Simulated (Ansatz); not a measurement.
The parent structure is AlRu in the CsCl type structure (space group Pm-3m, No. 221; a = 2.983 Å; relaxed with 0.1 eV smearing). Axes: x, y, z lie along the cube axes.

All numbers come from plane-wave PAW DFT at the r2SCAN level (Ansatz, a program for electronic structure, 500 eV), no spin-orbit coupling.

Base values:

| Quantity | Value |
|---|---|
| Pressure | 0.0 GPa |
| Shortest interatomic distance | 2.583 Å |

Modification: biaxial strain +2.08 %, plane normal [111], relaxed out of plane (Cartesian); in-plane vectors clamped, the third vector and the atoms free.

Predict the new energy relative to the base, ratio −ε⊥/ε∥, pressure and shortest interatomic distance.

The energy goes up by 15 meV/atom; the ratio −ε⊥/ε∥ amounts to 0.58; the pressure (mean of the normal stresses, compression positive) goes from zero to -5.8 GPa; the shortest interatomic distance decreases by 0.031 Å, from 2.583 Å to 2.552 Å.

Stability against distortions was not tested. The final runs are not spin-polarised.
